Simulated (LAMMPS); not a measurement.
Pressure dependence of Al (fcc) at 1210 K, from the melt.

Level of theory: classical MD, pair style eam/alloy, file Al_zhou.eam.alloy (LAMMPS).

```
P (GPa)   state                  volume       coordination number  self-diffusion coefficient of Al (not corrected for cell size)
-------  ------  ----------------------  ------------------------  --------------------------------------------------------------
0        liquid  19.741 ± 0.002 Å³/atom  12.9 (counted to 3.98 Å)                                     (1.58 ± 0.04) × 10^-4 cm²/s
2        liquid  18.875 ± 0.002 Å³/atom  12.8 (counted to 3.90 Å)                                     (1.32 ± 0.02) × 10^-4 cm²/s
5        liquid  17.839 ± 0.002 Å³/atom  13.1 (counted to 3.86 Å)                                     (1.00 ± 0.02) × 10^-4 cm²/s
```

Caution (rows 2; 5): a run this short can hold a crystal over, or a liquid under, the potential's own melting point, which these runs don't give.

Estimate the isothermal bulk modulus at zero pressure. A parabola P(ln V) through the three points gives −dP/d ln V = 41 GPa at zero pressure.

States go by the mean squared displacement: a species diffuses where it passes 1.5 Å², still rises and gives D over 1e-6 cm²/s; a crystal has left its structure where atoms lie 0.35 Å off their sites on average or a cubic box changes its shape by 3 %, or the axial ratios of another lie 8 % off the starting cell's, which the potential's own relaxation can also do.

Errors of D are the spread over four groups of atoms in one short run; a floor of about 5 %, a picked value, is safer.

Errors shown are sampling errors alone.
